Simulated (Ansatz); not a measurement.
Results of PBEsol in Ansatz (PAW) for Nb2B2Si (model structure, started from the Fe2AlB2 type, Cmmm, No. 65, 5 atoms in the cell).

The input as run:

Ansatz 0.2 input:
```yaml
crystal:
  lattice:
    - [1.5797237257, -5.5310644744, 0.0]
    - [1.5797237257, 5.5310644744, 0.0]
    - [0.0, 0.0, 3.3393030293]
  atoms:
    - { symbol: Si, position: [0.0, 0.0, 0.0] }
    - { symbol: Nb, position: [0.3656537849, 0.6343462151, 0.5] }
    - { symbol: Nb, position: [0.6343462151, 0.3656537849, 0.5] }
    - { symbol: B, position: [0.2094317233, 0.7905682767, 0.0] }
    - { symbol: B, position: [0.7905682767, 0.2094317233, 0.0] }
basis:
  ecutwfc: 520
  ecutrho_ratio: 4
  xc_grid: 2
kpoints:
  mp_grid: { grid: [18, 18, 18] }
hamiltonian:
  xc: pbesol
  dispersion: none
  pseudopotentials: { kind: paw }
scf:
  occupations: { method: fermi_dirac, width: 0.05 }
output:
  forces: true
  stress: true
  eigenvalues: true
relax:
  f_tol: 0.004
  escape_saddle: false
  max_steps: 80
  cell: { stress_tol: 0.02, fix: [volume] }
```

The run printed, among other lines:

```
Relaxation: its limit of steps is 80 (relax.max_steps)
Crystal: 5 atoms, lattice volume = 58.355 Å³
Basis set: ecut = 520 eV, 1581 PW (Γ), exchange–correlation on 90×90×50 points (8 copies of the dense FFT grid, shifted against one another)
Bands: 23, of which v1, the nominal top of the filled ones, is band 18 counted from 1 (17 counted from 0)
Symmetry: 8 space group operations
Space group: Cmmm (ITA 65), of the structure as read, at distance tolerance 3.9e-5 Å
k-points: 910 of 5832
Functional: x = pbesol(κ = 0.804, μ = 0.12345679012345678), c = pbesol(β = 0.046)
SCF iter   1: F=—  HF=-9920.581737 eV  |F-HF|=—  |Δ(HF+E_count)|=         —  Δρ=7.31e-3  dr2=4.25e-2
SCF iter   2: F=—  HF=-9920.574140 eV  |F-HF|=—  |Δ(HF+E_count)|=   7.60e-3  Δρ=3.81e-3  dr2=1.06e-2
  ...
SCF 1 converged in 6 iterations: F = -9920.571599 eV  dr2 = 1.57e-9
Crystal: 5 atoms, lattice volume = 58.355 Å³
Initial density: handed on by an earlier stage of this run
SCF 2 converged in 6 iterations: F = -9920.572036 eV  dr2 = 1.15e-10
Crystal: 5 atoms, lattice volume = 58.355 Å³
SCF 3 converged in 6 iterations: F = -9920.572503 eV  dr2 = 1.02e-10
Crystal: 5 atoms, lattice volume = 58.355 Å³
SCF 4 converged in 6 iterations: F = -9920.572638 eV  dr2 = 5.43e-12
Crystal: 5 atoms, lattice volume = 58.355 Å³
SCF 5 converged in 6 iterations: F = -9920.572711 eV  dr2 = 9.05e-12
Crystal: 5 atoms, lattice volume = 58.355 Å³
SCF 6 converged in 7 iterations: F = -9920.572712 eV  dr2 = 1.30e-15
Crystal: 5 atoms, lattice volume = 58.355 Å³
SCF iter   6: F=-9920.572712 eV  HF=-9920.572712 eV  |F-HF|=0.00e0  |Δ(HF+E_count)|=    0.00e0  Δρ=6.10e-9  dr2=9.39e-15
SCF iter   7: F=-9920.572712 eV  HF=-9920.572712 eV  |F-HF|=1.82e-12  |Δ(HF+E_count)|=    0.00e0  Δρ=2.36e-9  dr2=1.56e-15
SCF 7 converged in 7 iterations: F = -9920.572712 eV  dr2 = 1.56e-15
SCF converged after 7 iterations
Free energy (F): -9920.572712 eV
Internal energy: -9920.548267 eV  (E = F + TS)
E sigma→0 (E₀):  -9920.560489 eV
Fermi energy:    16.762597 eV
--- Forces (eV/Å), atoms counted from 1 ---
  atom   1  Si     0.00000000     0.00000000     0.00000000
  atom   2  Nb     0.00000000     0.00008227    -0.00000000
  atom   3  Nb    -0.00000000    -0.00008227     0.00000000
  atom   4  B      0.00000000    -0.00001707    -0.00000000
  atom   5  B      0.00000000     0.00001707     0.00000000
--- Stress (GPa, compression-positive) ---
       -4.257641       0.000000       0.000000
        0.000000      -4.258652       0.000000
        0.000000       0.000000      -4.261081
  P = ⅓ Tr σ = -4.2591 GPa (-42.591 kbar)
```

The cell is one volume of an energy–volume scan, off the minimum.

The PAW data were made under PBE.

Note: the run has no spin polarisation, so it can have missed a magnetic state. Note: the relaxation could raise the start's symmetry but not lower it, so the cell can be a saddle point.

A model structure was made by putting elements into a prototype or built by hand; it is no filed structure, need not be a known phase, and can be a saddle point held by its symmetry.

Ansatz is a program for electronic structure.
